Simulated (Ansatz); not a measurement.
Given:

End structure of the (310) surface of fcc Ir in its 1x1 cell, outermost plane spacing 0.61 Å in the ideal cut:

```xyz
18
Lattice="3.8710 0.0000 0.0000 0.0000 6.1206 0.0000 0.0000 0.0000 26.5000" Properties=species:S:1:pos:R:3 pbc="T T T"
Ir     1.9355     4.2674     8.2196
Ir     0.0000     2.4902     8.7646
Ir     1.9355     0.6192     9.3043
Ir     0.0000     4.9217     9.8389
Ir     1.9355     3.0313    10.5131
Ir     0.0000     1.1884    11.1015
Ir     1.9355     5.5034    11.7249
Ir     0.0000     3.6629    12.3380
Ir     1.9355     1.8348    12.9252
Ir     0.0000     0.0013    13.5748
Ir     1.9355     4.2938    14.1620
Ir     0.0000     2.4533    14.7751
Ir     1.9355     0.6477    15.3985
Ir     0.0000     4.9255    15.9869
Ir     1.9355     3.0350    16.6611
Ir     0.0000     1.2169    17.1957
Ir     1.9355     5.4665    17.7354
Ir     0.0000     3.6894    18.2804
```

Set-up: 18 atoms, 10.4 Å thick at the start (thin: gaps and levels are the slab's own); mesh 10x6x1; 0.1 eV smearing; dipole correction on; all atoms relaxed; held to the start's symmetry, so lower structures may exist; no spin, no spin-orbit, no U.

Estimate the work function of the top face that PBE in Ansatz (a quantum-chemistry and plane-wave program) returns for this input.

5.16 eV

Estimate the surface energy (mean of both faces) that PBE returns for this input.

3.04 J/m²
